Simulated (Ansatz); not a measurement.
Seebeck coefficient (μV/K, mean over directions) of n-type ZnO (P6_3mc) against carrier density, PBE with spin-orbit coupling, rigid bands (Ansatz, a program for electronic structure). Computed gap 0.79 eV; densities at which minority carriers matter at this gap, or further valleys turn the trend, are left out. Conductivity mass 0.167 mₑ (harmonic mean over directions), N_c = 1.6e18 cm⁻³ at 300 K.

| electron density | 300 K | 500 K |
|---|---|---|
| 1e17 cm⁻³ | -451 | -522 |
| 1e18 cm⁻³ | -258 | ___ |
| 3e18 cm⁻³ | -173 | -237 |
| 1e19 cm⁻³ | ___ | -149 |
| 3e19 cm⁻³ | -54 | -88 |
| 1e20 cm⁻³ | -29 | -48 |
| 3e20 cm⁻³ | -17 | -28 |
| 1e21 cm⁻³ | -10 | ___ |

Q: Fill in the missing entries.

A: 
- 1e18 cm⁻³, 500 K: -326
- 1e19 cm⁻³, 300 K: -98
- 1e21 cm⁻³, 500 K: -17

Rigid bands with a gap fixed in temperature, one relaxation time for all states, no polarons or phonon drag, and whether or not such doping can be reached. Geometry: cell and atoms relaxed with PBEsol.
